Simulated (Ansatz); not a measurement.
```yaml
crystal:
  lattice:
    - [3.85418, 0.00000, 0.00000]
    - [0.00000, 3.85418, 0.00000]
    - [0.00000, 0.00000, 3.76168]
  atoms:
    - { symbol: Sr, position: [0.00000, 0.00000, 0.00000] }
    - { symbol: Ti, position: [0.50000, 0.50000, 0.50000] }
    - { symbol: O, position: [0.50000, 0.00000, 0.50000] }
    - { symbol: O, position: [0.00000, 0.50000, 0.50000] }
    - { symbol: O, position: [0.50000, 0.50000, 0.00000] }
```

No spin polarisation.

Method: LDA (Ansatz, an electronic-structure program), no spin-orbit coupling. Γ-centred 9×9×9 mesh, Fermi–Dirac width 0.05 eV.

What gap character does the calculation give?

Indirect, A → Γ.

What stress (xx, yy, zz, yz, xz, xy; compression positive) does the calculation give?

(2.83, 2.83, 10.44, 0.00, 0.00, 0.00) GPa.

What smallest direct gap does the calculation give?

2.13 eV.

What is the computed band gap?

1.84 eV.

The cells carry an imposed strain or load. Whether these cells are dynamically stable was not tested. The final runs are not spin-polarised. The cell was made from SrTiO$_{3}$ in the cubic perovskite structure (space group Pm-3m, No. 221) by this change: uniaxial strain ε_zz = −2.40 %. Many cubic perovskites are stable only at high temperature; tilts and polar distortions were not tested.
